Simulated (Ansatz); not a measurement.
Consider SnO in the litharge type structure (space group P4/nmm, No. 129; a = 3.836 Å, c = 4.757 Å; layered, stacked along the Cartesian z axis).

Computed with plane-wave PAW DFT at the PBE-D3(BJ) level (Ansatz, a program for electronic structure, 420 eV), no SOC, earlier PAW set.

Before the change:

* **Shortest interatomic distance**: 2.241 Å

Now apply this change: a free-standing slab of 3 layers (12 atoms, 4 a layer) is cut normal to the stacking axis, with 15 Å of vacuum and the in-plane cell relaxed.

Question: Predict the new excess energy per area of both faces.

Answer: The excess energy per area of both faces (slab less bulk energy over the cell's area: twice a surface energy) is 0.6 J/m² (uncertain by up to 0.1 J/m²).

Question: How does this affect the thickness between the outermost nuclei?

Answer: The thickness between the outermost nuclei comes out as 11.93 Å.

Question: What happens to the shortest interatomic distance?

Answer: The shortest interatomic distance stays essentially unchanged (2.241 Å against 2.240 Å).

The excess energy carries the mismatch between the slab's and the bulk's meshes. Stability against distortions was not tested. The final runs are not spin-polarised.
